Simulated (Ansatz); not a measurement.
# CuI: pressure −1 GPa

Take CuI in the zinc blende structure (space group F-43m, No. 216; a = 6.023 Å) as the base.

Modification: hydrostatic tension (pressure −1 GPa).

All numbers come from r2SCAN/PAW in Ansatz (a first-principles code), no SOC. Settings: 10×10×10 k-points, 0.05 eV Fermi–Dirac smearing.

The volume per atom grows by 0.66 Å³ to 27.97 Å³ and the shortest interatomic distance increases by 0.021 Å to 2.629 Å. The enthalpy H = E + PV relative to the base's energy is -0.17 eV/atom and the band gap decreases by 0.07 eV (1.67 eV → 1.60 eV). The gap character stays direct at Γ and the mean gap deformation potential ΔEg/Δln V amounts to -2.9 eV. The width of the top valence band drops by 0.086 eV to 1.48 eV and the electron mass remains 0.18 mₑ (at Γ). The valley order (the lowest conduction-band minima on the path, energy above the VBM, named in the base's zone) goes from Γ 1.67 eV; L along ⟨111⟩ 2.57 eV; X along ⟨100⟩ 2.90 eV to Γ 1.60 eV; L along ⟨111⟩ 2.54 eV; X along ⟨100⟩ 2.95 eV.

Final structure:

```
CuI
1.0
    0.00000     3.03559     3.03559
    3.03559     0.00000     3.03559
    3.03559     3.03559     0.00000
Cu I
1 1
Direct
  0.00000   0.00000   0.00000
  0.25000   0.25000   0.25000
```

Cost of the whole job for the changed cell (relaxation, final SCF and bands): about 29 core-seconds (a rough figure).

With I present, leaving out spin-orbit coupling can change the band edges. Load acts through the strain it causes; cell and atoms are relaxed under it. Effective masses come from finite differences of ±0.01 Å⁻¹. Stability against distortions was not tested. All final runs are without spin polarisation.
